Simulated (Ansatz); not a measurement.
Take Sn in the diamond structure (space group Fd-3m, No. 227; a = 6.540 Å; relaxed with 0.1 eV smearing) as the base. Axes: x, y, z lie along the cube axes.

Computed with PBEsol/PAW in Ansatz (a first-principles code), no spin-orbit coupling.

Base values:

The pressure is 0.0 GPa and the shortest interatomic distance is 2.832 Å.

One thing is altered: the cell is stretched by 0.50 % along z with no lateral relaxation, atoms relaxed at fixed cell.

What happens to the energy relative to the base?

The energy is nearly the same.

Predict the new pressure.

The pressure (mean of the normal stresses, compression positive) goes from zero to -0.2 GPa.

What happens to the shortest interatomic distance?

The shortest interatomic distance increases by 0.005 Å, from 2.832 Å to 2.837 Å.

The cells carry an imposed strain or load. Whether these cells are dynamically stable was not tested.
